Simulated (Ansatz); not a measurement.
Results of r²SCAN0 (Ansatz, a first-principles code, PAW) for Sr₃SbN (Pm-3m, No. 221, 5 atoms in the cell; start mp-7752).

Run with plane-wave cutoff 520 eV, 4×4×4 k mesh, Fermi–Dirac smearing 0.01 eV, scalar-relativistic PAW data made under PBE.

Cell (relaxed with PBEsol):

```
CELL_PARAMETERS angstrom
      5.13155     0.00000     0.00000
      0.00000     5.13155     0.00000
      0.00000     0.00000     5.13155
ATOMIC_POSITIONS crystal
  Sr 0.00000 0.50000 0.50000
  Sr 0.50000 0.00000 0.50000
  Sr 0.50000 0.50000 0.00000
  Sb 0.00000 0.00000 0.00000
  N  0.50000 0.50000 0.50000
```

Task: Predict the band gap.

Result: 
* **band gap**: 1.77 eV (on the SCF k mesh)

Note: cell and atoms aren't relaxed at this level (pressure 1.3 GPa).

Spin–orbit coupling is not included.

Static lattice: no zero-point or thermal effects.

A start named mp-… is a Materials Project structure, which need not be a measured phase.
